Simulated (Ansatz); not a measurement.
Start from ScAl3 in the Cu3Au type structure (space group Pm-3m, No. 221; relaxed with 0.1 eV smearing).

```
CELL_PARAMETERS angstrom
      4.07246     0.00000     0.00000
      0.00000     4.07246     0.00000
      0.00000     0.00000     4.07246
ATOMIC_POSITIONS crystal
  Sc 0.00000 0.00000 0.00000
  Al 0.00000 0.50000 0.50000
  Al 0.50000 0.00000 0.50000
  Al 0.50000 0.50000 0.00000
```

Cartesian axes are those of the cell as printed.

Level of theory: Ansatz (an electronic-structure program), PBEsol, PAW, cutoff 420 eV, scalar-relativistic without spin-orbit coupling.

It is then changed as follows: the cell is stretched by 2.40 % along z with no lateral relaxation; the atoms relax in the strained cell.

Predict the stress tensor and what it implies for the stiffness.

Stress of the strained cell less that of the base (GPa, compression positive):
```
   -0.9     0.0     0.0
    0.0    -0.9     0.0
    0.0     0.0    -4.3
```

Then −Δσ_ii/ε with ε = 0.0240 gives secant stiffness values (nonlinear terms included at this strain): C33 ≈ 177 GPa, C13 ≈ 38 GPa and C23 ≈ 38 GPa.

As a check, the harmonic strain energy −½ V₀ Δσ:ε is 5.4 meV/atom; the computed energy rise is 5.5 meV/atom.

Whether these cells are dynamically stable was not tested. The final runs are not spin-polarised.
